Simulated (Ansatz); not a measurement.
Crystal: BaWO$_{4}$ (I4_1/a, not sure to be the ambient phase, 12 atoms a cell, 17.0 Å³ an atom, -2 GPa at this level); planes in its conventional cell.

Method: r2SCAN (plane waves, PAW; Ansatz, an electronic-structure program).

No gap correction and no spin-orbit coupling; mid-gap values are interpolated between computed energies.

```csv
plane,area of the cell (Å²),mid-gap κ (1/Å),largest κ in the gap (1/Å)
(110),51.0,0.48,0.49
(101),39.5,___,___
(100),72.2,___,___
```

**Question.** The slowest decay depends on the direction. Supply the withheld values.

**Answer.** 
- (101), mid-gap κ (1/Å): 0.57
- (101), largest κ in the gap (1/Å): 0.57
- (100), mid-gap κ (1/Å): 0.53
- (100), largest κ in the gap (1/Å): 0.54
